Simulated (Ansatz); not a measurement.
# How the bulk modulus B0 of WMo3 (model structure, started from the D019 type, P6₃/mmc, No. 194, 8 atoms in the cell) moves with the method

No measured value is used here.

| level (code) | value (GPa) | cell (Å³/atom) |
|---|---|---|
| LDA (Ansatz) | 272 | 15.43 |
| PBE (Ansatz) | 244 | 16.22 |
| PBEsol (Ansatz) | 262 | 15.73 |
| r²SCAN (Ansatz) | 254 | 16.06 |

Density-functional levels without +SOC have no spin–orbit coupling. LDA, PBE, PBEsol, r²SCAN: the run has no spin polarisation, so it can have missed a magnetic state. LDA, PBE, PBEsol, r²SCAN: the bulk modulus is −V dP/dV from two relaxed cells at ±2 % in volume. Each level is taken at its own relaxed cell. Cutoffs differ between the levels. Ansatz's density-functional and Hartree–Fock values are scalar-relativistic unless marked +SOC, with PAW data made under PBE.

A model structure was made by putting elements into a prototype or built by hand; it is no filed structure, need not be a known phase, and can be a saddle point held by its symmetry.

Ansatz is a first-principles code.
